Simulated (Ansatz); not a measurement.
**What pressure 22.5 GPa does to Zr**

The reference is Zr in the hcp (Mg type) structure (space group P6_3/mmc, No. 194; a = 3.246 Å, c = 5.151 Å).

The change: cell and atoms relaxed at a pressure of 22.5 GPa.

All numbers come from r2SCAN (Ansatz, an electronic-structure program; PAW; 500 eV plane waves; no spin-orbit coupling). Settings: 16×16×9 k-points, 0.05 eV Fermi–Dirac smearing.

The volume per atom drops by 3.89 Å³ (23.50 Å³ → 19.61 Å³) and the density rises by 1.278 g/cm³ to 7.72 g/cm³. The lattice parameter a decreases by 0.212 Å (3.246 Å → 3.034 Å) and the c/a ratio increases by 0.0346 (1.587 → 1.621). The shortest interatomic distance decreases by 0.165 Å to 3.020 Å and the enthalpy H = E + PV relative to the base's energy amounts to +3.00 eV/atom. The band gap remains zero.

Final structure:

```yaml
crystal:
  lattice:
    - [3.03420, 0.00000, 0.00000]
    - [-1.51710, 2.62770, 0.00000]
    - [0.00000, 0.00000, 4.91980]
  atoms:
    - { symbol: Zr, position: [0.66667, 0.33333, 0.75000] }
    - { symbol: Zr, position: [0.33333, 0.66667, 0.25000] }
```

Load acts through the strain it causes; cell and atoms are relaxed under it. Stability against distortions was not tested. All final runs are without spin polarisation. Measured, Zr leaves this structure (for the ω phase) near 3 GPa (temperature not stated; as listed in C. Cazorla, D. Alfè, M. J. Gillan, Physical Review B (2008)).
